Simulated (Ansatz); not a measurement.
Cubic perovskite CsSrF3, treated with r²SCAN (PAW; Ansatz, a first-principles code).

Settings: plane-wave cutoff 560 eV, 8×8×8 k mesh, Fermi–Dirac smearing 0.01 eV, scalar-relativistic PAW data made under PBE.

On both sides of the equilibrium volume: at 21.186 Å³/atom the pressure is 0.95 GPa and the direct gap at Γ 7.257 eV; at 22.050 Å³/atom they are -0.85 GPa and 7.094 eV. The fitted bulk modulus is 44.9 GPa.

**Question.** Work out the volume deformation potential of this gap and its pressure coefficient, in two ways.

**Answer.** a_V = dE_g/d ln V = (7.094 − 7.257)/ln(22.050/21.186) = -4.08 eV. Since dP = −B d ln V, dE_g/dP = −a_V/B = 91 meV/GPa. Straight from the pressures: (7.257 − 7.094)/(0.95 − (-0.85)) = 91 meV/GPa. At this level and over this range the gap at Γ widens under pressure.

Spin–orbit coupling is not included.

Note: the relaxation could not lower the start's symmetry, so the cell can be a saddle point above a distorted one.
